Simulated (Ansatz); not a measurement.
Worked example: self-consistent single point of K₃VSe₄ (Fmm2, 8 atoms in the cell) in Ansatz (a quantum-chemistry and plane-wave program).

Method: LDA (PW92), default PAW files made with PBE (plane waves; Ansatz).

```xyz
8
Lattice="-3.5214 3.5214 6.5210 3.5214 -3.5214 6.5210 3.5214 3.5214 -6.5210" Properties=species:S:1:pos:R:3 pbc="T T T"
K      0.0000     0.0000     6.5710
K      0.0000     3.5214     3.2605
K      3.5214     0.0000     3.2605
V      0.0000     0.0000     0.0000
Se     2.1853    -2.1853     7.8187
Se     1.3361     1.3361    -1.2977
Se    -2.1853     2.1853     7.8187
Se     2.1853     2.1853     5.2233
```

Reference input (self-consistent single point, DFT, LDA (PW92), plane waves, default PAW files made with PBE): basis.ecutwfc = 30.9 Ry; kpoints.mp_grid.grid = 3 3 3; hamiltonian.xc = lda; hamiltonian.pseudopotentials = {kind: paw} (the program's default PAW files); scf.occupations.method = fermi_dirac; scf.occupations.width = 0.0037 Ry. This run's input differs from it in these lines:

Ansatz 0.2 input:
```diff
@@ -19,3 +19,4 @@
   mp_grid:
-    grid: [3, 3, 3]
+    grid: [8, 8, 8]
+    shift: [0.5, 0.5, 0.5]
 hamiltonian:
```

The program printed (abridged):

```
SCF iter   1: F=—  HF=-28889.176277 eV  |F-HF|=—  |Δ(HF+E_count)|=         —  Δρ=5.16e-3  dr2=1.49e-1  ethr=1.77e-3  ⟨swp⟩=6.7  Hψ=20750  notcnv=0  defer=44
all-band conjugate gradients solve this SCF's bands
preconditioner: auto → Resta (q_TF=auto, 2.258 Å⁻¹)
SCF iter   2: F=—  HF=-28889.226941 eV  |F-HF|=—  |Δ(HF+E_count)|=   5.07e-2  Δρ=1.30e-2  dr2=8.96e-1  ethr=1.43e-4  ⟨swp⟩=3.0  Hψ=10715  notcnv=0  defer=224
   [... lines left out ...]
SCF iter   6: F=—  HF=-28889.159603 eV  |F-HF|=—  |Δ(HF+E_count)|=   1.53e-4  Δρ=2.86e-5  dr2=5.93e-6  ethr=8.44e-8  ⟨swp⟩=2.9  Hψ=10238  notcnv=0  defer=224
SCF iter   7: F=—  HF=-28889.159606 eV  |F-HF|=—  |Δ(HF+E_count)|=   2.56e-6  Δρ=1.76e-5  dr2=1.96e-6  ethr=5.70e-9  ⟨swp⟩=2.0  Hψ=10036  notcnv=0  defer=224
SCF iter   8: F=—  HF=-28889.159606 eV  |F-HF|=—  |Δ(HF+E_count)|=   3.83e-7  Δρ=5.50e-6  dr2=1.80e-7  ethr=1.89e-9  ⟨swp⟩=2.0  Hψ=6635  notcnv=0  defer=224
SCF iter   9: F=-28889.159606 eV  HF=-28889.159606 eV  |F-HF|=1.58e-8  |Δ(HF+E_count)|=   8.06e-8  Δρ=2.00e-6  dr2=1.68e-8  ethr=9.62e-11  ⟨swp⟩=10.4  Hψ=21245  notcnv=0
SCF 1 converged in 9 iterations: F = -28889.159606 eV  dr2 = 1.68e-8
Free energy (F): -28889.159606 eV
Internal energy: -28889.159605 eV  (E = F + TS)
E sigma→0 (E₀):  -28889.159606 eV
Entropy (-TS):   -0.000001 eV (-0.000 meV/atom)
Fermi energy:    2.837899 eV
--- Forces (eV/Å), atoms counted from 1 ---
  atom   1  K     -0.00000000    -0.00000000    -0.03491580
  atom   2  K      0.00000000     0.00000000     0.00853186
  atom   3  K     -0.00000000    -0.00000000     0.00853186
  atom   4  V      0.00000000    -0.00000000    -0.01490888
  atom   5  Se     0.20781099    -0.20781099    -0.19330860
  atom   6  Se    -0.20774561    -0.20774561     0.20970045
  atom   7  Se    -0.20781099     0.20781099    -0.19330860
  atom   8  Se     0.20774561     0.20774561     0.20970045
--- Stress (GPa, compression-positive) ---
       -2.006924      -0.031887      -0.000000
       -0.031887      -2.006924      -0.000000
       -0.000000      -0.000000      -1.821011
  P = ⅓ Tr σ = -1.9450 GPa (-19.450 kbar)
  The stress holds the Pulay correction. Without it, at fixed plane waves, as pw.x and ABINIT print it: P = -1.9587 GPa
```

The run converged in 9 iterations. Against the reference run the free energy stays essentially unchanged (within 1 meV/atom), the pressure stays at -1.94 GPa, the largest force stays at 0.361 eV/Å and the gap on the mesh goes from 1.355 to 1.328 eV.

The starting cell comes from a database of computed structures (which also holds hypothetical and non-ambient phases and stackings), without a prior relaxation at this level. Its lattice was rescaled by up to half a per cent. One atom was moved a little off its site on purpose. Ansatz's pressure includes its estimate of the finite-basis (Pulay) stress. The shifted mesh does not hold Γ, so a gap read on it misses any band edge there.

Cost on one core of a shared machine: roughly 3 min.
